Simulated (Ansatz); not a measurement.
A set of cells, compared by their Bader charge of W.

Cell A: a slab of Si (diamond, Fd-3m) cut along (100), 71 atoms, rectangular cell of 7.74 × 15.47 Å (119.7 Å²), symmetry Pm within 0.02 Å, 15.2 Å thick under 15 Å of vacuum, in-plane vectors held at the crystal's; planes from bottom to top: H8 | Si8H8 | Si8 × 4 | Si4 × 2 | F | WF4 | F, its two faces unlike (dipole correction applied); added, foreign or displaced atoms, above the top plane and below the bottom plane and within the planes: Si2 bound through Si to 2 Si at 2.31 Å; Si2 bound through Si to 2 Si at 2.35 Å; Si2 bound through Si to 2 Si at 2.32 Å; Si2 bound through Si to 2 Si at 2.34 Å; two times H bound to 1 Si at 1.51 Å; 14 times H bound to 1 Si at 1.50 Å and others; spin state with PBE: net moment 0.7 μB a cell, k-point mesh 3×2×1.
```
CELL_PARAMETERS angstrom
      7.73533     0.00000     0.00000
      0.00000    15.47067     0.00000
      0.00000     0.00000    29.90364
ATOMIC_POSITIONS crystal
  Si 0.00153 0.00489 0.29776
  Si 0.99865 0.25775 0.29747
  Si 0.99937 0.50236 0.29505
  Si 0.00209 0.75995 0.29537
  Si 0.49847 0.00489 0.29776
  Si 0.50135 0.25775 0.29747
  Si 0.50063 0.50236 0.29505
  Si 0.49791 0.75995 0.29537
  Si 0.25000 0.97972 0.34084
  Si 0.25000 0.23489 0.33979
  Si 0.25000 0.47905 0.33758
  Si 0.25000 0.73714 0.33915
  Si 0.75000 0.98052 0.33965
  Si 0.75000 0.23535 0.34087
  Si 0.75000 0.47999 0.33822
  Si 0.75000 0.73705 0.33732
  Si 0.25000 0.10822 0.38296
  Si 0.25000 0.35855 0.38720
  Si 0.25000 0.60729 0.37969
  Si 0.25000 0.85755 0.38938
  Si 0.75000 0.10747 0.38325
  Si 0.75000 0.35971 0.38819
  Si 0.75000 0.60946 0.37943
  Si 0.75000 0.85727 0.38704
  Si 0.00130 0.10955 0.42733
  Si 0.00119 0.36334 0.43435
  Si 0.99979 0.61133 0.42404
  Si 0.99633 0.85971 0.43497
  Si 0.49870 0.10955 0.42733
  Si 0.49881 0.36334 0.43435
  Si 0.50021 0.61133 0.42404
  Si 0.50367 0.85971 0.43497
  Si 0.97938 0.99044 0.47730
  Si 0.00657 0.23203 0.47592
  Si 0.01564 0.49473 0.47597
  Si 0.98354 0.72769 0.47613
  Si 0.52062 0.99044 0.47730
  Si 0.49343 0.23203 0.47592
  Si 0.48436 0.49473 0.47597
  Si 0.51646 0.72769 0.47613
  Si 0.25000 0.04010 0.49737
  Si 0.25000 0.18563 0.51559
  Si 0.25000 0.52800 0.52512
  Si 0.25000 0.67069 0.49943
  Si 0.75000 0.02672 0.52790
  Si 0.75000 0.16863 0.49938
  Si 0.75000 0.55143 0.49972
  Si 0.75000 0.69376 0.52541
  H  0.00306 0.10202 0.29458
  H  0.00425 0.97449 0.25023
  H  0.99782 0.35368 0.29007
  H  0.99571 0.21955 0.25151
  H  0.00033 0.59914 0.28997
  H  0.99729 0.46819 0.24821
  H  0.00263 0.85538 0.28662
  H  0.00662 0.71918 0.25001
  H  0.49694 0.10202 0.29458
  H  0.49575 0.97449 0.25023
  H  0.50218 0.35368 0.29007
  H  0.50429 0.21955 0.25151
  H  0.49967 0.59914 0.28997
  H  0.50271 0.46819 0.24821
  H  0.49737 0.85538 0.28662
  H  0.49338 0.71918 0.25001
  F  0.25000 0.12281 0.63245
  W  0.25000 0.12432 0.69485
  F  0.25000 0.12498 0.75695
  F  0.25000 0.24454 0.69397
  F  0.25000 0.00410 0.69506
  F  0.49013 0.12460 0.69453
  F  0.00987 0.12460 0.69453
```

Cell B: a slab of Si (diamond, Fd-3m) cut along (100), 71 atoms, rectangular cell of 7.74 × 15.47 Å (119.7 Å²), symmetry P1 within 0.02 Å, 11.9 Å thick under 16 Å of vacuum, in-plane vectors held at the crystal's; planes from bottom to top: H8 | Si8H8 | Si8 × 4 | Si3 | Si5 | F2 | WF3 | F, its two faces unlike (dipole correction applied); added, foreign or displaced atoms, above the top plane and below the bottom plane and within the planes: Si2WF6 bound through Si to 2 Si at 2.36–2.38 Å; Si2 bound through Si to 2 Si at 2.33 Å; Si2 bound through Si to 2 Si at 2.34 Å; Si2 bound through Si to 2 Si at 2.31 Å; two times H bound to 1 Si at 1.51 Å; 14 times H bound to 1 Si at 1.50 Å; spin state with PBE: net moment 1.1 μB a cell, k-point mesh 3×2×1.
```xyz
71
Lattice="7.7353 0.0000 0.0000 0.0000 15.4707 0.0000 0.0000 0.0000 28.1197" Properties=species:S:1:pos:R:3 pbc="T T T"
Si    -0.0024     0.0593     8.9560
Si    -0.0210     4.0273     8.9604
Si    -0.0053     7.8182     8.9916
Si     0.0094    11.7401     8.9847
Si     3.8736     0.0596     8.9574
Si     3.8982     4.0289     8.9603
Si     3.8800     7.8159     8.9944
Si     3.8575    11.7397     8.9830
Si     1.9352    -0.3084    10.2248
Si     1.9388     3.6713    10.1980
Si     1.9362     7.4407    10.2514
Si     1.9339    11.3882    10.2807
Si     5.8039    -0.2918    10.2469
Si     5.8062     3.6711    10.2859
Si     5.8064     7.4420    10.2815
Si     5.8006    11.3959    10.2537
Si     1.9388     1.6957    11.4516
Si     1.9379     5.5385    11.6750
Si     1.9351     9.4087    11.5473
Si     1.9337    13.2958    11.7145
Si     5.8050     1.6806    11.5348
Si     5.8054     5.5631    11.7456
Si     5.8023     9.4321    11.5386
Si     5.8012    13.2916    11.6944
Si     0.0357     1.7072    12.8189
Si     0.0337     5.5938    13.1098
Si    -0.0088     9.4402    12.8696
Si    -0.0088    13.3636    13.0995
Si     3.8423     1.7119    12.8190
Si     3.8433     5.5946    13.1070
Si     3.8783     9.4386    12.8708
Si     3.8749    13.3648    13.0993
Si    -0.0542    -0.0803    14.3548
Si     0.0805     3.5468    14.3304
Si     0.1655     7.6105    14.3807
Si    -0.0567    11.3278    14.3321
Si     3.9179    -0.0772    14.3525
Si     3.7942     3.5531    14.3294
Si     3.7060     7.6081    14.3815
Si     3.9241    11.3279    14.3310
Si     1.9300     0.4539    15.5273
Si     1.9494     2.8863    15.6394
Si     1.9366     8.1621    15.8933
Si     1.9336    10.3493    15.0337
Si     5.7990     0.4014    15.7287
Si     5.8037     2.5974    15.0414
Si     5.8028     8.3702    14.9905
Si     5.8012    10.6179    15.5325
H      0.0038     1.5582     8.8192
H     -0.0215    15.0173     7.5496
H     -0.0385     5.5061     8.7101
H     -0.0689     3.4093     7.5987
H     -0.0117     9.3191     8.8828
H     -0.0235     7.3335     7.5753
H      0.0195    13.2217     8.7492
H      0.0235    11.1364     7.6158
H      3.8658     1.5584     8.8204
H      3.8943    15.0174     7.5510
H      3.9174     5.5076     8.7102
H      3.9467     3.4114     7.5984
H      3.8878     9.3170     8.8868
H      3.8969     7.3324     7.5776
H      3.8481    13.2211     8.7460
H      3.8421    11.1345     7.6149
F      1.9363    -0.1729    17.0329
W      1.8699     3.9333    18.0634
F      3.2401     2.7955    18.6105
F      0.3373     4.9344    17.6676
F      2.9968     5.1255    17.1005
F      0.6979     2.5694    18.5046
F      2.3192     5.1284    19.4497
```

All numbers come from Ansatz (an electronic-structure program), plane waves with PAW, its PAW set soft_1, cutoff 420 eV. The structures are at rest with PBE, within the held lattices. Neutral cells; Fermi-Dirac smearing of at most 0.05 eV in the solids, energies taken to zero width. Larger cells are relaxed from a start prepared with the learned potential CHGNet, on a coarser mesh till forces fall under 0.03 eV/Å, which some starts already meet. No structure search was made; lower ones may exist. Spin-orbit coupling is left out. No Hubbard U is applied. No search over spin orders was made beyond those shown. Values are for these cell sizes. A dispersion term ran beside these levels; it doesn't touch the electrons. Electrons of density maxima off the nuclei are shared among the atoms. Mean over the atoms, with the range where they differ; positive means electrons lost.

Q: Give the Bader charge of W (e) at the level PBE, cell by cell.

A: 
```csv
cell,PBE
A,3.33
B,2.79
```

With PBE the value of A exceeds that of B by 0.54 e.
